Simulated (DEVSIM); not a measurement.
System: Au/Al2O3/SiO2/n-Si capacitor, at 350 K.

Layer 1 from the left is Al2O3, thickness (nm) 8.40. Layer 2 from the left is SiO2, thickness (nm) 1.30. Layer 3 from the left is Si, thickness (nm) 940, Nd (cm⁻³) 3.7e17.

Metal gate on the left, work function 5.1 eV. Fixed charge at the semiconductor interface -5.9e10 cm⁻² (in units of +e); no interface traps.

This is a model device: material constants are rounded textbook-type values typed into the input, and sizes, dopings and lifetimes were drawn at random. Values at 300 K; Nc and Nv go as T^1.5, mobilities as T to minus their exponent, the gap by Varshni's rule with the affinity fixed.

Al2O3: gap (eV) 6.8, affinity (eV) 1.35, permittivity 9. SiO2: gap (eV) 9, affinity (eV) 0.9, permittivity 3.9. Si: gap (eV) 1.124, affinity (eV) 4.05, permittivity 11.7, Nc (cm⁻³) 2.86e19, Nv (cm⁻³) 3.1e19, Varshni α (eV/K) 0.000473, Varshni β (K) 636.

Simulated with DEVSIM: 1D Poisson equation in equilibrium, Boltzmann statistics, complete ionisation; no quantum confinement or tunnelling. Metal contacts follow the ideal Schottky-Mott rule: no Fermi-level pinning, no interface dipoles.

Problem. What does the simulation give for the threshold voltage (band bending 2φF), the minimum of the low-frequency capacitance, the flat-band voltage?

Solution. threshold voltage (band bending 2φF) -0.36 V; minimum of the low-frequency capacitance 0.165 μF/cm²; flat-band voltage 0.93 V.
